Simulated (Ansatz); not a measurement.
The starting structures come from a database of crystals and need not be the phases stable at ambient conditions.

The decay constant κ of evanescent states in the gap governs leakage through a thin film.

```xyz
14
Lattice="3.8409 0.0000 0.0000 0.0000 3.8742 0.0000 0.0000 0.0000 12.6462" Properties=species:S:1:pos:R:3 pbc="T T T"
Ta     0.0000     0.0880     1.8438
Ta     0.0000     0.0880    10.8024
Ta     1.9204     3.7862     4.4793
Ta     1.9204     3.7862     8.1669
O      1.9204     0.0080     2.3425
O      1.9204     0.0080    10.3037
O      0.0000     3.8662     3.9806
O      0.0000     3.8662     8.6656
O      0.0000     1.9667    10.7628
O      0.0000     1.9667     1.8834
O      1.9204     1.9074     8.2065
O      1.9204     1.9074     4.4397
O      1.9204     3.8548     6.3231
O      0.0000     0.0194     0.0000
```

Space group of this cell: Pmmn. The cell is strained (lengths along the current scaled by 0.97, ions clamped); by r2SCAN its mean pressure is 6.8 GPa.

Transport runs along the normal of the first two printed cell vectors.

The gap is the functional's own, uncorrected, and κ follows it; spin-orbit coupling is left out. Mid-gap values are interpolated between the computed energies.

Question: Predict the band gap and the smallest decay constant κ at mid-gap from r2SCAN (Ansatz, a first-principles code).

Answer: Gap 2.80 eV on a 8×8×4 mesh; κ = 0.358 1/Å, at (0.500, 0.500) of the in-plane reciprocal vectors. At the zone centre, at the nearest computed energy, the slowest state has κ = 0.49 1/Å.
